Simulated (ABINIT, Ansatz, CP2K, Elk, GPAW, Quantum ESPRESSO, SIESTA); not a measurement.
One structure in several programs: MgI2 (P-3m1, 3 atoms in the cell)

Self-consistent single point.

```xyz
3
Lattice="2.0816 -3.6055 0.0000 2.0816 3.6055 0.0000 0.0000 0.0000 6.8820" Properties=species:S:1:pos:R:3 pbc="T T T"
Mg     0.0000     0.0000     0.0000
I      2.0816     1.2018     1.6654
I      2.0816    -1.2018     5.2165
```

All programs got the same cell, k-point mesh and kind of occupations (in Ansatz's words: kpoints.mp_grid.grid = 5 5 3; scf.occupations.method = fermi_dirac; scf.occupations.width = 0.01 eV); potentials, basis and cutoffs are each program's usual ones.

```csv
code,model,pressure (GPa),largest force (eV/Å),gap on the mesh (eV),k-points,cutoff
Ansatz,"PBE, default PAW files",1.07,0.013,3.570,12,420 eV
ABINIT,"PBE, PAW (JTH v2.0 PBE PAW)",1.05,0.018,3.566,12,20 Ha
Elk,"PBE, all-electron FP-LAPW, Elk's shipped species files, APW+lo basis with extra local orbitals",–,0.019,3.560,12,rgkmax 8
SIESTA,"GGA PBE, numerical atomic orbitals DZP, PseudoDojo PBE standard norm-conserving potentials (rewritten from UPF to PSML)",1.72,0.305,3.629,38,grid 300 Ry
GPAW,"PBE, GPAW PAW datasets PBE (gpaw-data 1.0.1)",1.10,0.012,3.582,12,800 eV
Quantum ESPRESSO,"PBE, GBRV 1.5 ultrasoft (PBE) pseudopotentials",1.10,0.014,3.561,12,40 Ry
CP2K,"PBE, GPW, DZVP-MOLOPT-SR-GTH basis, GTH-PBE potentials (GTH_POTENTIALS)",1.95,0.208,3.561,38,grid 1000 Ry
```

A dash marks a value that a program does not give, or that is left out as unsure.

Gaps are read on the mesh. Another mesh or the band path gives a smaller gap, so these values are not converged in the mesh.

The spread over the programs that give each value: pressure within 0.90 GPa; largest force within 0.293 eV/Å; gap on the mesh within 0.069 eV.

The starting cell has typed, rounded lattice constants, without a prior relaxation at this level. Its lattice was rescaled by a random factor within 2.5 % of one. On Ansatz's run: Spin-orbit coupling is off.

**Question.** Why do the programs differ, and what cannot be compared?

**Answer.** Differences of this kind can come from the potentials, where these differ, and from what each basis and cutoff leave unconverged. The valence holds different numbers of electrons (Ansatz (a first-principles code) 44, ABINIT 24, SIESTA 24, GPAW 24, Quantum ESPRESSO 24, CP2K 24). The zero of total energies and Fermi levels follows the potentials and each program's conventions, so they are not compared here. SIESTA and CP2K use small atom-centred bases, whose incompleteness enters pressures, forces and empty levels differently from a plane-wave cutoff. Elk treats all electrons, but the usual bases taken here (sphere radii, linearisation, local orbitals, empty states) were not tested for convergence, so the values are no reference for the others. Ansatz's pressure is given at a fixed set of plane waves, as the other plane-wave codes print theirs. The programs reduce the same mesh by symmetry to different extents, which changes the work and not the result. In the force vectors, SIESTA (by 0.292) and CP2K (by 0.195) lie more than 0.08 eV/Å from the median of the plane-wave programs.

Left out of this page: FLEUR (unsound by tests on forces, stress, charge or solver warnings).

Keys are those of Ansatz 0.2.
